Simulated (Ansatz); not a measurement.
Here is the system:

```
InAs
1.0
    0.00000     3.04389     3.04389
    3.04389     0.00000     3.04389
    3.04389     3.04389     0.00000
In As
1 1
Cartesian
  0.00000   0.00000   0.00000
  1.52195   1.52195   1.52195
```

The numbers are results of PBE with spin-orbit coupling, rigid bands (plane waves, PAW; Ansatz, an electronic-structure program), not measurements. Geometry: cell and atoms relaxed with PBEsol.

Is this a good metal at this level?

No. No gap shows, but r2SCAN opens one on the same cell, so the missing gap may be the functional's error (that test had no spin-orbit coupling). N(E_F) = 0.0037 states/eV a cell at 300 K and the Drude plasma energy along the best axis is 0.168 eV, several times under that of a simple or noble metal.
